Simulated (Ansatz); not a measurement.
The starting structures come from a database of crystals and need not be the phases stable at ambient conditions.

The decay constant κ of evanescent states in the gap governs leakage through a thin film.

Consider the following.

```
RuSe2
1.0
    8.44516     0.00000     0.00000
   -4.22258     7.31372     0.00000
    4.22258     2.43791     3.44772
Ru Se
4 8
Direct
  0.50000   0.50000   0.00000
  0.00000   0.50000   0.00000
  0.50000   0.00000   0.00000
  0.00000   0.00000   0.00000
  0.50000   0.88058   0.38058
  0.50000   0.11942   0.61942
  0.00000   0.11942   0.38058
  0.00000   0.88058   0.61942
  0.73884   0.61942   0.38058
  0.26116   0.38058   0.61942
  0.76116   0.38058   0.85826
  0.23884   0.61942   0.14174
```

Space group of this cell: Pa-3. The cell is taken as given.

Transport runs along the normal of the first two printed cell vectors, the (111) plane of the conventional cell.

The gap is the functional's own. No spin-orbit coupling. Mid-gap values are interpolated on the energy grid.

Question: Compute, with r2SCAN (Ansatz, an electronic-structure program), the band gap and the smallest decay constant κ at mid-gap.

Answer: Gap 0.53 eV on a 10×10×10 mesh; κ = 0.138 1/Å, at the zone centre.
